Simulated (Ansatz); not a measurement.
GaAs (F-43m), Ansatz (a program for electronic structure) with HSE06, rigid bands: N_c = 4.41e17 cm⁻³ at 300 K and an electron conductivity mass of 0.0696 mₑ.

Question: For 1e16 electrons per cm³ at 300 K, place the Fermi level, estimate the Seebeck coefficient of a parabolic band with constant τ, and give mobility and conductivity for τ = 50 fs.

Answer: The level lies k_BT ln(N_c/n) = 0.098 eV below the conduction-band minimum. S ≈ −(k_B/e)[ln(N_c/n) + 5/2] = -542 μV/K, against -537 μV/K from the full bands (mean over directions). μ = eτ/m = 1260 cm²/(V·s) and σ = neμ = 2.02 S/cm. τ is assumed, not computed.

Band transport and this doping are assumed; polarons and phonon drag are left out. Spin-orbit coupling is left out. Geometry: cell and atoms relaxed with PBEsol.
